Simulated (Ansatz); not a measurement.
For Ta₂SiN (model structure, started from the MAX type, P6₃/mmc, No. 194, 8 atoms in the cell), PBE (Ansatz, a quantum-chemistry and plane-wave program, plane waves, PAW) gives:

- lattice constant a: 3.230 Å
- lattice parameter c: 12.124 Å
- bulk modulus B0: 226 GPa
- cohesive energy: 7.10 eV/atom

### Question
What does r²SCAN (Ansatz, PAW) give for the same quantities?

### Answer

- lattice constant a: 3.223 Å (shrinks by 0.2 %)
- lattice parameter c: 12.006 Å (decreases by 1.0 %)
- bulk modulus: 238 GPa (increases by 5.3 %)
- cohesive energy: 6.97 eV/atom (falls by 0.13 eV/atom)

Changes are worked out from the printed values.

Unless a cell is named, each level is at its own relaxed cell (PBE 13.69, r²SCAN 13.50 Å³/atom).

Levels without +SOC leave out spin–orbit coupling, which shifts energies and cells of such heavy elements.

Caveats: the bulk modulus is −V dP/dV from two relaxed cells at ±2 % in volume (PBE, r²SCAN). Ansatz's density-functional and Hartree–Fock values are scalar-relativistic unless marked +SOC, with PAW data made under PBE.

A model structure was made by putting elements into a prototype or built by hand; it is no filed structure, need not be a known phase, and can be a saddle point held by its symmetry.
